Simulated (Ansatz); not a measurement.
Consider TiO2 in the rutile structure (space group P4_2/mnm, No. 136).

```
CELL_PARAMETERS angstrom
      4.59120     0.00000     0.00000
      0.00000     4.59120     0.00000
      0.00000     0.00000     2.93905
ATOMIC_POSITIONS crystal
  Ti 0.00000 0.00000 0.00000
  Ti 0.50000 0.50000 0.50000
  O  0.30444 0.30444 0.00000
  O  0.80444 0.19556 0.50000
  O  0.19556 0.80444 0.50000
  O  0.69556 0.69556 0.00000
```

The values are results of Ansatz (a first-principles code) PBEsol, scalar-relativistic without spin-orbit coupling, not measurements.

Base values:

The shortest interatomic distance comes out as 1.942 Å and the density is 4.28 g/cm³. The electron mass comes out as 0.54 mₑ along c, 1.1 mₑ across (at Γ), the band gap is 1.87 eV and the valence-band top at Γ comes out as 0.00, -0.45, -0.45 eV.

Modification: a hydrostatic pressure of 4.5 GPa.

Q: How does this affect the shortest interatomic distance?

A: The shortest interatomic distance drops by 0.008 Å (1.942 Å → 1.934 Å).

Q: How does this affect the density?

A: The density grows by 0.08 g/cm³ (4.28 g/cm³ → 4.36 g/cm³).

Q: Predict the new electron mass.

A: The electron mass changes from 0.54 mₑ along c, 1.1 mₑ across (at Γ) to 0.53 mₑ along c, 1.1 mₑ across (at Γ).

Q: What does the calculation give for the band gap after the change?

A: The band gap increases by 0.01 eV, from 1.87 eV to 1.88 eV.

Q: How does this affect the valence-band top at Γ?

A: The valence-band top at Γ (three highest levels, from the VBM) goes from 0.00, -0.45, -0.45 eV to 0.00, -0.47, -0.47 eV.

Load acts through the strain it causes; cell and atoms are relaxed under it. Effective masses come from finite differences of ±0.01 Å⁻¹. No phonon test of stability was made. All final runs are without spin polarisation.
